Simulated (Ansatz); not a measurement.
Worked example: relaxation of the atoms of ScZn₃ (P3m1, 8 atoms in the cell) in Ansatz (an electronic-structure program).

Computed with LDA (PW92), default PAW files made with PBE (plane waves; Ansatz).

The change in words: one atom moved by 0.15 angstrom; relax: default → atoms; relax.f_tol: default → 0.2 eV/Å. Reference geometry:
```xyz
8
Lattice="5.8362 0.0000 0.0000 -2.9181 5.0543 0.0000 0.0000 0.0000 4.3114" Properties=species:S:1:pos:R:3 pbc="T T T"
Sc     0.0000     3.3695     3.2336
Sc     2.9181     1.6848     1.0779
Zn     2.9181     3.4638     3.2336
Zn     0.0000     1.5904     1.0779
Zn    -1.5407     4.2591     1.0779
Zn     4.4588     0.7952     3.2336
Zn     1.3774     0.7952     3.2336
Zn     1.5407     4.2591     1.0779
```

Reference input (self-consistent single point, DFT, LDA (PW92), plane waves, default PAW files made with PBE): basis.ecutwfc = 30.9 Ry; kpoints.mp_grid.grid = 6 6 7; hamiltonian.xc = lda; hamiltonian.pseudopotentials = {kind: paw} (the program's default PAW files); scf.occupations.method = fermi_dirac; scf.occupations.width = 0.0073 Ry. This run's input differs from it in these lines:

```diff
@@ -7,3 +7,3 @@
   atoms:
-    - { symbol: Sc, position: [0.333333, 0.666667, 0.750000] }
+    - { symbol: Sc, position: [0.333333, 0.666667, 0.784791] }
     - { symbol: Sc, position: [0.666667, 0.333333, 0.250000] }
@@ -24,2 +24,4 @@
   occupations: { method: fermi_dirac, width: 0.0073 Ry }
+relax:
+  f_tol: 0.2
 output:
```

Output (repeated stretches shortened):

```
   [... SCF lines of the steps left out ...]
relax step   1: F+E_penalty+E_count = -23658.17705640 eV  Δ(F+E_penalty+E_count) = +0.000e0 eV  max|allowed force component| = 1.165e0 eV/Å  Δτ_max = 0.0000 Å  (6 SCF iters, dr2 threshold 1.00e-4 eV, accepted)
relax step   2: F+E_penalty+E_count = -23658.25570341 eV  Δ(F+E_penalty+E_count) = -7.865e-2 eV  max|allowed force component| = 3.384e-1 eV/Å  Δτ_max = 0.1691 Å  (6 SCF iters, dr2 threshold 8.48e-5 eV, accepted)
relax step   3: F+E_penalty+E_count = -23658.26379392 eV  Δ(F+E_penalty+E_count) = -8.091e-3 eV  max|allowed force component| = 1.131e-2 eV/Å  Δτ_max = 0.0375 Å  (7 SCF iters, accepted)
the relaxation is at rest under the 6 symmetry operations that the run kept from its start: a minimum is not shown …
Free energy (F): -23658.263794 eV
Internal energy: -23658.136253 eV  (E = F + TS)
E sigma→0 (E₀):  -23658.200024 eV
Entropy (-TS):   -0.127541 eV (-15.943 meV/atom)
Fermi energy:    11.122127 eV
--- Forces (eV/Å), atoms counted from 1 ---
  atom   1  Sc     0.00000000    -0.00000000     0.00271492
  atom   2  Sc     0.00000000     0.00000000    -0.00026696
  atom   3  Zn     0.00000000    -0.01131131    -0.00074368
  atom   4  Zn     0.00000000     0.01029129    -0.00007823
  atom   5  Zn     0.00891252    -0.00514564    -0.00007823
   [... lines left out ...]
    - { symbol: Zn, position: [0.1571310814600147, 0.8428689185399852, 0.2543330312352711] }
    - { symbol: Zn, position: [0.8428954913763465, 0.15710450862365338, 0.7543829497043355] }
    - { symbol: Zn, position: [0.31420901724730677, 0.15710450862365338, 0.7543829497043355] }
    - { symbol: Zn, position: [0.6857378370799705, 0.8428689185399852, 0.2543330312352711] }
```

The run converged.  The full log also holds: “iter 5 did not close the SCF: its close was put off for the readings that it lacked (scf_convergence_deferred on its scf_iter line)”.

Summary of the result:
- Free energy E − TS (on the zero of these files): -23658.2638 eV
- Fermi level (on the code's own zero): 11.12 eV
- Pressure: -4.66 GPa
- Largest force (vector length): 0.011 eV/Å
- Relaxation steps: 3

The starting cell comes from a database of computed structures (which also holds hypothetical and non-ambient phases and stackings), without a prior relaxation at this level. Its lattice was rescaled by up to half a per cent. For this run, on top of that: one atom moved by 0.15 angstrom. The relaxation keeps the symmetry of its start, so its end need not be a minimum. Ansatz's pressure includes its estimate of the finite-basis (Pulay) stress.

Cost on one core of a shared machine: roughly 90 s.

Keys are those of Ansatz 0.2.
